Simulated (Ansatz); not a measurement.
Base system: HfN in the rock salt structure (space group Fm-3m, No. 225; a = 4.4683 Å; relaxed with 0.1 eV smearing). Axes: x, y, z lie along the cube axes.

All numbers come from Ansatz (a first-principles code), LDA, PAW, cutoff 420 eV, no spin-orbit coupling.

It is then changed as follows: compressive biaxial strain of 1.00 % in the plane normal to [001], as in epitaxy on a mismatched substrate; the out-of-plane cell vector and the atoms relax.

Problem. What does the calculation give for the out-of-plane strain after the change?

Solution. The out-of-plane strain amounts to +0.34 %.

Problem. What happens to the energy relative to the base?

Solution. The energy rises by 5.4 meV/atom.

Problem. What happens to the in-plane stress?

Solution. The mean in-plane stress (compression positive) amounts to +8.0 GPa.

Stability against distortions was not tested. All final runs are without spin polarisation. An odd electron count without spin: HfN.
